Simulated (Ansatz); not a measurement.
The reference is MgTe in the wurtzite structure (space group P6_3mc, No. 186).

```
CELL_PARAMETERS angstrom
      4.56143     0.00000     0.00000
     -2.28071     3.95031     0.00000
      0.00000     0.00000     7.41192
ATOMIC_POSITIONS crystal
  Mg 0.33333 0.66667 0.99959
  Mg 0.66667 0.33333 0.49959
  Te 0.33333 0.66667 0.37641
  Te 0.66667 0.33333 0.87641
```

Cartesian axes are those of the cell as printed.

Calculations: Ansatz (a first-principles code), PBEsol, PAW, cutoff 420 eV, no spin-orbit coupling.

Strains are applied to the cell and any free atomic positions relax.

One change was made to it. Results:

```csv
quantity,base,after
electron mass,"0.15 mₑ along c, 0.17 mₑ across (at Γ)","0.16 mₑ along z, 0.17 mₑ across (at Γ)"
hole mass,–,"0.15 mₑ along z, 2.5 mₑ across (at Γ)"
"pressure (mean of the normal stresses, compression positive)",-0.01 GPa,0.21 GPa
"valence-band top at Γ (three highest levels, from the VBM)","0.00, -0.02, -0.02 eV","0.00, -0.06, -0.06 eV"
```

### Question
Name the change that was made.
A) uniaxial strain ε_zz = −3.00 %
B) uniaxial strain ε_zz = −2.40 %
C) uniaxial strain ε_zz = −0.60 %
D) uniaxial strain ε_zz = −1.80 %

### Answer
C, uniaxial strain ε_zz = −0.60 %. For comparison, the valence-band top at Γ in the other runs: uniaxial strain ε_zz = −1.80 % gives 0.00, -0.13, -0.13 eV; uniaxial strain ε_zz = −3.00 % gives 0.00, -0.21, -0.21 eV; uniaxial strain ε_zz = −2.40 % gives 0.00, -0.17, -0.17 eV.

Spin-orbit coupling, missing from the scalar runs, can matter with Te. The levels and masses belong to the bands next to the band gap. Effective masses come from finite differences of ±0.01 Å⁻¹. Whether these cells are dynamically stable was not tested.
